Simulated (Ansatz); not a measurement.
**YAu₂ (I4/mmm, No. 139; cell taken from a computed entry)**

Computed with r²SCAN (Ansatz, a quantum-chemistry and plane-wave program, plane waves, PAW).

Numerical settings: plane-wave cutoff 560 eV, 20×20×20 k mesh, Fermi–Dirac smearing 0.05 eV, scalar-relativistic PAW data made under PBE.

Cell (relaxed at this level):

```cif
data_Au4Y2
_chemical_formula_sum 'Y2 Au4'
_space_group_name_H-M_alt 'I4/mmm'
_space_group_IT_number 139
_space_group_name_Hall '-I 4 2'
_cell_length_a 3.72598
_cell_length_b 3.72598
_cell_length_c 9.01735
_cell_angle_alpha 90.000
_cell_angle_beta 90.000
_cell_angle_gamma 90.000
loop_
_atom_site_label
_atom_site_type_symbol
_atom_site_symmetry_multiplicity
_atom_site_Wyckoff_symbol
_atom_site_fract_x
_atom_site_fract_y
_atom_site_fract_z
_atom_site_occupancy
Y1 Y 2 a 0.00000 0.00000 0.00000 1
Au1 Au 4 e 0.00000 0.00000 0.33468 1
```
(The calculation used a cell of 3 atoms; values per cell refer to that cell.)

| Item | Value |
|---|---|
| band gap | none |
| bulk modulus | 106 GPa |

Note: the relaxation could not lower the start's symmetry, so the cell can be a saddle point above a distorted one; the bulk modulus is −V dP/dV from two relaxed cells at ±2 % in volume.

Spin–orbit coupling is not included; it can shift volumes and moduli of such heavy elements.

The computed numbers hold no vibrational or temperature effects.
